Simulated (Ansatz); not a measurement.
Output of an Ansatz run (abridged):

```
WARN basis.ecutwfc = 420 eV, the default
WARN ansatz: RAYON_NUM_THREADS=1 ignored (pool sized by the plan → 1); use --threads N
Pseudopotentials: kind: paw
Pseudopotential: La, paw, valence charge 11
Pseudopotential: Mg, paw, valence charge 10
Pseudopotential: Ga, paw, valence charge 13
Crystal: 16 atoms, lattice volume = 379.837 Å³
Basis set: ecut = 420 eV, 7419 PW (Γ), exchange–correlation on 144×90×90 points (8 copies of the dense FFT grid, shifted against one another)
Bands: 99, of which v1, the nominal top of the filled ones, is band 82 counted from 1 (81 counted from 0)
Symmetry: 4 space group operations
Space group: Amm2 (ITA 38), of the structure as read, at distance tolerance 7.2e-5 Å
k-points: 8 of 18 (time reversal used)
PAW frozen core: La, regenerated for the run's functional, and the local potential with it
PAW frozen core: Mg, regenerated for the run's functional, and the local potential with it
PAW frozen core: Ga, regenerated for the run's functional, and the local potential with it
Initial density: superposition of atomic densities (neutral atoms: chi_scale 0, normalization atom), corrected by the library's trained network
Initial wavefunctions: pseudopotential atomic-orbital guess
Eigensolver: davidson
Functional: x = pbesol(κ = 0.804, μ = 0.12345679012345678), c = pbesol(β = 0.046)
SCF iter   1: F=—  HF=-36673.311757 eV  |F-HF|=—  |Δ(HF+E_count)|=         —  Δρ=2.62e-3  dr2=1.08e-1  ethr=1.77e-3  ⟨swp⟩=6.6  Hψ=2795  notcnv=0
all-band conjugate gradients solve this SCF's bands
preconditioner: auto → Kerker (q_TF=auto, 2.372 Å⁻¹)
SCF iter   2: F=—  HF=-36673.299030 eV  |F-HF|=—  |Δ(HF+E_count)|=   1.27e-2  Δρ=1.27e-3  dr2=3.06e-2  ethr=6.57e-5  ⟨swp⟩=2.0  Hψ=1252  notcnv=0
SCF iter   3: F=—  HF=-36673.295090 eV  |F-HF|=—  |Δ(HF+E_count)|=   3.94e-3  Δρ=3.82e-4  dr2=2.31e-3  ethr=1.87e-5  ⟨swp⟩=2.0  Hψ=858  notcnv=0
SCF iter   4: F=—  HF=-36673.294719 eV  |F-HF|=—  |Δ(HF+E_count)|=   3.70e-4  Δρ=8.10e-5  dr2=6.98e-5  ethr=1.41e-6  ⟨swp⟩=2.0  Hψ=938  notcnv=0
SCF iter   5: F=—  HF=-36673.294675 eV  |F-HF|=—  |Δ(HF+E_count)|=   4.40e-5  Δρ=2.97e-5  dr2=5.43e-6  ethr=4.26e-8  ⟨swp⟩=2.0  Hψ=1030  notcnv=0
SCF iter   6: F=—  HF=-36673.294673 eV  |F-HF|=—  |Δ(HF+E_count)|=   2.92e-6  Δρ=2.20e-5  dr2=1.40e-6  ethr=3.31e-9  ⟨swp⟩=2.0  Hψ=988  notcnv=0
SCF iter   7: F=—  HF=-36673.294671 eV  |F-HF|=—  |Δ(HF+E_count)|=   1.07e-6  Δρ=4.63e-6  dr2=1.24e-7  ethr=8.54e-10  ⟨swp⟩=2.0  Hψ=973  notcnv=0
SCF iter   8: F=-36673.294671 eV  HF=-36673.294671 eV  |F-HF|=8.51e-9  |Δ(HF+E_count)|=   1.39e-8  Δρ=1.45e-6  dr2=1.55e-8  ethr=6.10e-11  ⟨swp⟩=5.9  Hψ=2890  notcnv=0
SCF 1 converged in 8 iterations: F = -36673.294671 eV  dr2 = 1.55e-8
SCF converged after 8 iterations
Free energy (F): -36673.294671 eV
Harris-Foulkes:  -36673.294671 eV  (|F-HF|=8.51e-9)
Internal energy: -36672.928041 eV  (E = F + TS)
E sigma→0 (E₀):  -36673.111356 eV
Entropy (-TS):   -0.366631 eV (-22.914 meV/atom)
Fermi energy:    6.182652 eV
--- Per-component energies (eV) ---
  E_band       = -5074.082785
  E_kinetic    = 1356.486395
  E_local      = -25124.682315  (includes V_loc(G=0)·N_el)
  E_nonlocal   = 1868.548055
  E_hartree    = 9194.842085
  E_xc         = -600.419249
  E_vxc        = -715.382393  (∫ρ·V_xc dr)
  E_paw        = -11213.205977  (= ΣΔE_a)
  E_vpaw       = -848.734205  (= ΣTr[D̂ρ^β])
  E_aug_tail   = -0.000144  (compensation charges beyond the density's cutoff)
  E_ewald      = -12156.353451
  E_core_change = 1.856559  (= ΣΔE_core)
  E_smearing   = -0.366631  (= −TS)
  E_closure    = 0.000000  (closes the sum)
  Σ components = -36673.294671   (vs F -36673.294671, Δ=0.00e0)
--- Forces (eV/Å), atoms counted from 1 ---
  atom   1  La    -0.00000000     0.00000000     0.00613794
  atom   2  Mg    -0.00000000     0.00000000     0.03808157
  atom   3  Mg    -0.00000000     0.00000000     0.03479277
  atom   4  Mg     0.00000000    -0.01199727     0.02325594
  atom   5  Mg    -0.00000000     0.01199727     0.02325594
  atom   6  Mg    -0.00000000     0.00318055    -0.02509609
  atom   7  Mg    -0.00000000    -0.00318055    -0.02509609
  atom   8  Mg     0.08212103    -0.01642663     0.00113040
  atom   9  Mg    -0.08212103     0.01642663     0.00113040
  atom  10  Mg    -0.08212103    -0.01642663     0.00113040
  atom  11  Mg     0.08212103     0.01642663     0.00113040
  atom  12  Mg     0.07549059     0.00000000    -0.00359679
  atom  13  Mg    -0.07549059     0.00000000    -0.00359679
  atom  14  Mg     0.04096490    -0.00000000    -0.08916162
  atom  15  Mg    -0.04096490    -0.00000000    -0.08916162
  atom  16  Ga     0.00000000    -0.00000000     0.10567530
  max |Σ_I F_I| component: 1.21e-5 eV/Å
--- Stress (GPa, compression-positive) ---
       -0.765665       0.000000       0.000000
        0.000000      -1.624407      -0.000000
        0.000000      -0.000000       0.391024
  P = ⅓ Tr σ = -0.6663 GPa (-6.663 kbar)
  The stress holds the Pulay correction. Without it, at fixed plane waves, as pw.x and ABINIT print it: P = -0.6705 GPa
--- Band table (eV; the first three rows and the last of 8) ---
  k-point 0: bands = ["-69.6287", "-69.6287", "-69.5327", "-69.4934", "-69.4924", "-69.4589", "-69.4202", "-69.4202", "-69.4192", "-69.4192", "-69.3421", "-69.3421", "-69.2498", "-69.2487", "-36.5740", "-36.5740", "-36.5687", "-36.5686", "-36.5652", [...]
  k-point 1: bands = ["-69.6287", "-69.6287", "-69.5327", "-69.4932", "-69.4926", "-69.4589", "-69.4199", "-69.4199", "-69.4194", "-69.4194", "-69.3421", "-69.3421", "-69.2496", "-69.2489", "-36.5739", "-36.5739", "-36.5685", "-36.5684", "-36.5651", [...]
  k-point 2: bands = ["-69.6287", "-69.6287", "-69.5327", "-69.4934", "-69.4924", "-69.4589", "-69.4202", "-69.4202", "-69.4192", "-69.4192", "-69.3421", "-69.3421", "-69.2498", "-69.2487", "-36.5739", "-36.5739", "-36.5686", "-36.5686", "-36.5651", [...]
  k-point 7: bands = ["-69.6287", "-69.6287", "-69.5327", "-69.4932", "-69.4926", "-69.4589", "-69.4199", "-69.4199", "-69.4194", "-69.4194", "-69.3421", "-69.3421", "-69.2496", "-69.2489", "-36.5739", "-36.5739", "-36.5684", "-36.5684", "-36.5651", [...]
```

The structure:

```
CELL_PARAMETERS angstrom
     10.35347     0.00000     0.00000
      0.00000     3.18336     5.76230
      0.00000    -3.18336     5.76230
ATOMIC_POSITIONS crystal
  La 0.50000 0.17788 0.17788
  Mg 0.00000 0.16688 0.16688
  Mg 0.00000 0.67023 0.67023
  Mg 0.50000 0.18731 0.67239
  Mg 0.50000 0.67239 0.18731
  Mg 0.00000 0.16084 0.67250
  Mg 0.00000 0.67250 0.16084
  Mg 0.24215 0.33387 0.82683
  Mg 0.75785 0.82683 0.33387
  Mg 0.75785 0.33387 0.82683
  Mg 0.24215 0.82683 0.33387
  Mg 0.23702 0.33595 0.33595
  Mg 0.76298 0.33595 0.33595
  Mg 0.26889 0.82542 0.82542
  Mg 0.73111 0.82542 0.82542
  Ga 0.50000 0.64783 0.64783
```

Problem. Write an input that gives this output.

Solution. Other spellings and defaults could give the same log, and not every line can be read from it. The input that was run (DFT, PBEsol, plane waves, default PAW files made with PBE):

Ansatz 0.2 input:
```yaml
# LaMg14Ga
crystal:
  lattice:
    - [10.35347000, 0.00000000, 0.00000000]
    - [0.00000000, 3.18335500, 5.76230000]
    - [0.00000000, -3.18335500, 5.76230000]
  atoms:
    - { symbol: La, position: [0.50000000, 0.17788000, 0.17788000] }
    - { symbol: Mg, position: [0.00000000, 0.16688000, 0.16688000] }
    - { symbol: Mg, position: [0.00000000, 0.67023000, 0.67023000] }
    - { symbol: Mg, position: [0.50000000, 0.18731000, 0.67239000] }
    - { symbol: Mg, position: [0.50000000, 0.67239000, 0.18731000] }
    - { symbol: Mg, position: [0.00000000, 0.16084000, 0.67250000] }
    - { symbol: Mg, position: [0.00000000, 0.67250000, 0.16084000] }
    - { symbol: Mg, position: [0.24215000, 0.33387000, 0.82683000] }
    - { symbol: Mg, position: [0.75785000, 0.82683000, 0.33387000] }
    - { symbol: Mg, position: [0.75785000, 0.33387000, 0.82683000] }
    - { symbol: Mg, position: [0.24215000, 0.82683000, 0.33387000] }
    - { symbol: Mg, position: [0.23702000, 0.33595000, 0.33595000] }
    - { symbol: Mg, position: [0.76298000, 0.33595000, 0.33595000] }
    - { symbol: Mg, position: [0.26889000, 0.82542000, 0.82542000] }
    - { symbol: Mg, position: [0.73111000, 0.82542000, 0.82542000] }
    - { symbol: Ga, position: [0.50000000, 0.64783000, 0.64783000] }
kpoints:
  mp_grid: { grid: [2, 3, 3] }
hamiltonian:
  xc: pbesol
  pseudopotentials: { kind: paw }
scf:
  occupations: { method: fermi_dirac, width: 0.1 eV }
output:
  forces: true
  eigenvalues: true
  stress: true
```

The starting cell comes from a database of computed structures (which also holds hypothetical and non-ambient phases and stackings), without a prior relaxation at this level. Ansatz's pressure includes its estimate of the finite-basis (Pulay) stress.

Ansatz is an electronic-structure program.
